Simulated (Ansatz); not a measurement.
Levels about the gap of amorphous IGZO (In₉Ga₉Zn₉O₃₆) (63 atoms in a cell of 795 Å³, 5.90 g/cm³; zone centre alone, so wide bands show as single levels with stretches between that a denser mesh fills), at the geometry that PBE relaxed, where it gives 2.4 GPa on a denser mesh. The participation number counts the atoms over which a state spreads; weights are charges in smoothed Voronoi cells. The levels come from a single point, so bond lengths are those of that geometry. Method of the levels: PBE, scalar-relativistic without spin-orbit coupling (Ansatz, a first-principles code). Sampling: the zone centre alone; Fermi-Dirac width 0.02 eV; no spin polarisation.

Preparation: random packing, a CHGNet melt and quench, and a DFT relaxation. O atoms were pushed apart under 1.9 Å during the dynamics, to hinder bonds among them. The hot cell started wider than the set density and was brought back towards it in steps. It is the lowest in DFT energy of 4 quenches. It is a model cell: composition and starting density were chosen by hand, and all elements were melted together. No dispersion term was used. Its density started from a set value of 5.90 and ended at 5.90 g/cm³. The quench (nominally 320 K/ps over its main leg) was far faster than any real one, so the model tends to hold more defects than a real film. One small periodic cell is one sample of the glass; other quenches scatter about these values. The volume was held where the preparation left it, at a PBE pressure of 2.4 GPa. Stress components on the final sampling reach 3.5 GPa.

| E - E(highest filled), eV | filling | participation number | largest on | weight O | weight In | weight Zn | weight Ga |
|---|---|---|---|---|---|---|---|
| -0.31 | filled | 12.1 | O, 3 neighbours | 0.84 | 0.01 | 0.13 | 0.02 |
| -0.29 | filled | 15.2 | O, 3 neighbours | 0.88 | 0.02 | 0.09 | 0.02 |
| -0.24 | filled | 12.7 | O, 3 neighbours | 0.89 | 0.02 | 0.07 | 0.01 |
| -0.17 | filled | 12.1 | O, 4 neighbours | 0.87 | 0.02 | 0.10 | 0.01 |
| -0.11 | filled | 16.1 | O, 4 neighbours | 0.82 | 0.02 | 0.14 | 0.02 |
| -0.09 | filled | 13.8 | O, 3 neighbours | 0.90 | 0.02 | 0.07 | 0.01 |
| 0.00 | filled | 13.7 | O, 4 neighbours | 0.83 | 0.01 | 0.14 | 0.01 |
| 0.98 | empty | 59.5 | In, 6 neighbours | 0.51 | 0.20 | 0.17 | 0.12 |
| 3.79 | empty | 32.7 | In, 5 neighbours | 0.57 | 0.22 | 0.14 | 0.06 |
| 3.88 | empty | 37.3 | In, 5 neighbours | 0.60 | 0.26 | 0.11 | 0.03 |
| 4.05 | empty | 39.2 | In, 5 neighbours | 0.58 | 0.25 | 0.13 | 0.04 |
| 4.23 | empty | 45.0 | Ga, 4 neighbours | 0.58 | 0.17 | 0.15 | 0.10 |
| 4.28 | empty | 43.5 | In, 6 neighbours | 0.58 | 0.14 | 0.13 | 0.15 |
| 4.41 | empty | 46.8 | In, 6 neighbours | 0.59 | 0.18 | 0.12 | 0.11 |

Most localised among these is the filled level at -0.31 eV, on a O atom, which has 3 neighbours (Zn 1.95 Å, Ga 1.97 Å, In 2.09 Å).
